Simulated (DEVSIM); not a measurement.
System: Si/Ge p-n heterojunction, at 250 K.

```csv
layer (left to right),material,thickness (μm),Nd (cm⁻³),Na (cm⁻³),τn (s),τp (s)
1,Si,1.10,-,2.8e16,1.8e-6,1.8e-6
2,Ge,0.370,1.3e18,-,1.8e-6,1.8e-6
```

Left contact: ohmic. Right contact: ohmic. Voltage is applied to the left contact. Recombination: SRH at mid-gap, radiative. Mobility is μmin + (μ − μmin)/(1 + (N/Nref)^α).

The device is made up for the run: typed textbook-type constants, with dimensions and the other settings drawn at random. Values at 300 K; Nc and Nv go as T^1.5, mobilities as T to minus their exponent, the gap by Varshni's rule with the affinity fixed. The table also holds parameters that only a changed run uses.

```csv
parameter,Si,Ge
gap (eV),1.124,0.664
affinity (eV),4.05,4
permittivity,11.7,16
Nc (cm⁻³),2.86e19,1.04e19
Nv (cm⁻³),3.1e19,6e18
μn (cm²/Vs),1417,3900
μp (cm²/Vs),470,1900
"μn,min",52,150
"μp,min",45,100
"Nref,n",9.7e16,2.6e17
"Nref,p",2.2e17,4e17
αn,0.68,0.56
αp,0.72,0.6
T exponent of μn,2.3,1.66
T exponent of μp,2.2,2.33
B (cm³/s),4.7e-15,6.4e-14
Cn (cm⁶/s),2.8e-31,1e-31
Cp (cm⁶/s),9.9e-32,1e-31
Varshni α (eV/K),0.000473,0.000477
Varshni β (K),636,235
```

Model (solved in DEVSIM): 1D drift-diffusion, Boltzmann statistics, complete ionisation; no tunnelling, impact ionisation, image-force lowering or self-heating. Band offsets follow the typed affinities; no thermionic-emission limit at abrupt steps, no polarisation charge.

Base results: largest field in the device at zero bias (V/cm) 150000; dark forward voltage at 1 A/cm² (V) 0.669; dark forward voltage at 100 A/cm² (V) 0.773; potential step across the device at zero bias (V) 1.002.

Task: What follows from this one change: thickness of layer 1 1.1 → 1.9 μm?

Result: largest field in the device at zero bias little changed (150000 V/cm); dark forward voltage at 1 A/cm² little changed (0.673 V); dark forward voltage at 100 A/cm² 0.773 → 0.780 V; potential step across the device at zero bias little changed (1.002 V).

Task: What follows from this one change: doping Nd of layer 2 1.3e+18 → 3.9e+17 cm^-3?

Result: largest field in the device at zero bias 150000 → 97000 V/cm; dark forward voltage at 1 A/cm² 0.669 → 0.654 V; dark forward voltage at 100 A/cm² 0.773 → 0.762 V; potential step across the device at zero bias 1.002 → 0.976 V.
